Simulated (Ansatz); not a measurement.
System: NiAs-type NiSb. Method: RPBE in Ansatz (plane waves, PAW).

Run with plane-wave cutoff 520 eV, 18×18×12 k mesh (along the axes of the cell as run), Fermi–Dirac smearing 0.05 eV, no spin polarisation, scalar-relativistic PAW data made under PBE.

Energies at three volumes about the minimum:

```
V (Å³/atom)  E − E_lowest (meV/atom)
-----------  -----------------------
17.743                          2.42
18.105                          0.00
18.468                          2.20
```

Problem. Fit a parabola by hand: where is the minimum, and what is the bulk modulus?

Solution. Slopes: (0.00 − 2.42)/(18.105 − 17.743) = -6.685 and (2.20 − 0.00)/(18.468 − 18.105) = 6.061 meV/Å³. Curvature E″ = 2 × (6.061 − (-6.685))/(18.468 − 17.743) = 35.161 meV/Å⁶. From the middle of the first interval, the slope vanishes at V0 = 17.9240 − (-6.685)/35.161 = 18.114 Å³/atom. B = V0 E″ = 18.114 × 35.161 meV/Å³ × 0.1602 GPa per meV/Å³ = 102 GPa. The full Birch–Murnaghan fit to all volumes gives V0 = 18.107 Å³/atom and B0 = 102 GPa.

Shape and atoms are relaxed at each volume.

Note: the bulk modulus comes from volumes at which shape and atoms were relaxed.

Ansatz is a program for electronic structure.
